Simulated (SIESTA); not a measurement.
Checking a run of SIESTA on NiP3O9 (P-1, 26 atoms in the cell). The aim is a self-consistent single point with DFT, GGA PBEsol+U, numerical atomic orbitals DZP, PseudoDojo PBEsol standard norm-conserving potentials (rewritten from UPF to PSML).

Cell that was meant: a = 6.9651 Å, b = 7.0086 Å, c = 7.3516 Å, α = 76.84°, β = 85.10°, γ = 84.47°.

Part of the input:

```
SCF.Mixer.Method             Pulay
SCF.Mixer.Weight             0.1
SCF.Mixer.History            6
SCF.DM.Tolerance             1.0E-01
SCF.H.Tolerance              1.0 eV
Diag.ParallelOverK           true
WriteForces                  true
Charge.Mulliken              end
```

Log, with long lists cut:

```
reinit: Reading from file input.fdf

reinit: System Name: Ni(PO3)3
reinit: System Label: ni(po3)3

NOTE on units for spin output:
   [... lines left out ...]
DM filled with atomic data (user-defined):

InitMesh: MESH = 80 x 80 x 90 = 576000
InitMesh: Mesh cutoff (required, used) =   350.000   369.607 Ry
hubbard_term: recalculating local occupations    1
hubbard_term: maximum change in local occup.    0.929617
hubbard_term: recalculating Hamiltonian

stepf: Methfessel-Paxton step function
       Using Hermite-Gauss polynomials of order  1
hubbard_term: recalculating local occupations    1
hubbard_term: maximum change in local occup.    0.492169
hubbard_term: recalculating Hamiltonian
        iscf     Eharris(eV)        E_KS(eV)     FreeEng(eV)     dDmax    Ef(eV) dHmax(eV)
   scf:    1   -18107.197791   -18251.899418   -18251.931949  0.792771 -1.602158 36.383554
     spin moment: {S} , |S| = {        0.0        0.0    6.00000 }     6.00000
   scf:    2   -18301.405622   -18277.871719   -18277.895605  0.203067 -4.124514 26.021976
     spin moment: {S} , |S| = {        0.0        0.0    6.00000 }     6.00000
   scf:    3   -17701.660990   -18138.009289   -18138.054007  0.709299 -5.552468 55.388713
   [... lines left out ...]
     spin moment: {S} , |S| = {        0.0        0.0    6.00000 }     6.00000
   scf:   26   -18312.134218   -18311.137829   -18311.148331  0.250339 -6.127236  1.052005
     spin moment: {S} , |S| = {        0.0        0.0    6.00000 }     6.00000
   scf:   27   -18310.352718   -18310.787514   -18310.798881  0.090195 -6.113175  1.493920
     spin moment: {S} , |S| = {        0.0        0.0    6.00000 }     6.00000
   scf:   28   -18311.019795   -18311.103772   -18311.114895  0.073649 -6.090469  0.717610
     spin moment: {S} , |S| = {        0.0        0.0    6.00000 }     6.00000
SCF Convergence by DM+H criterion
max |DM_out - DM_in|         :     0.0736494215
max |H_out - H_in|      (eV) :     0.7176101366
SCF cycle converged after 28 iterations

Using DM_out to compute the final energy and forces

siesta: E_KS(eV) =           -18311.1038

siesta: E_KS - E_eggbox =    -18311.1038

siesta: Atomic forces (eV/Ang):
     1    0.271137    0.333710    0.086138
     2   -0.244323   -0.319992   -0.068254
     3    0.225237   -0.540811    0.315659
   [... 23 lines left out ...]
   Tot    0.000004   -0.000014   -0.000014
   Max    1.671319
   Res    0.737466    sqrt( Sum f_i^2 / 3N )
   Max    1.671319    constrained

Stress tensor Voigt[x,y,z,yz,xz,xy] (kbar):       27.87       52.91       36.62       -8.36       14.32       -1.21
   [... lines left out ...]
siesta: FreeEng =    -18311.114895
siesta: Cell volume =        347.074879 Ang**3
siesta:         -39.13339630        -57.02673263  kBar
   [... lines left out ...]

Mulliken Atomic Populations:
Atom #   charge [q] valence [e]      Sz [e]  Species
     1     0.657984   17.342016    2.114500  Ni
     2     0.632582   17.367418    2.089471  Ni
     3     0.070285    4.929715    0.012026  P
     4     0.070430    4.929570    0.012196  P
     5     0.054679    4.945321   -0.012295  P
   [... 21 lines left out ...]
 Total    -0.000000                6.000000
```

**Question.** Is anything amiss in this input, and did it matter?

**Answer.** The run is not sound. The fault is a convergence threshold that is too loose. A loop that stops early leaves an energy error of second order in the density error, but errors of first order in forces and stress. To fix it, tighten the threshold. The run converged in 28 iterations without an error; against the sound input the free energy goes up by 54.3 meV/atom, the pressure goes from -2.32 to -3.91 GPa, the largest force goes from 0.933 to 2.426 eV/Å and the size of the net moment stays at 0.23 μB/atom.

An input that runs soundly differs in these lines (not the only fix; some lines may just follow from the change or write a value another way):
```diff
-SCF.DM.Tolerance             1.0E-01
-SCF.H.Tolerance              1.0 eV
+SCF.DM.Tolerance             1.0E-04
```

With that input, the run converged in 104 iterations: free energy E − TS -18312.5265 eV; top of the valence band (on the code's own zero) -7.02 eV; gap on the k-point mesh 0.21 eV; pressure -2.32 GPa; largest force (vector length) 0.933 eV/Å (DFT, GGA PBEsol+U, numerical atomic orbitals DZP, PseudoDojo PBEsol standard norm-conserving potentials (rewritten from UPF to PSML)).

On the sound input: the starting cell comes from a database of computed structures (which also holds hypothetical and non-ambient phases and stackings), without a prior relaxation at this level. The magnetic order is the one reached from the typed start; others were not searched systematically. With U or open f shells several self-consistent states can exist. Values carry the incompleteness of an atom-centred basis.
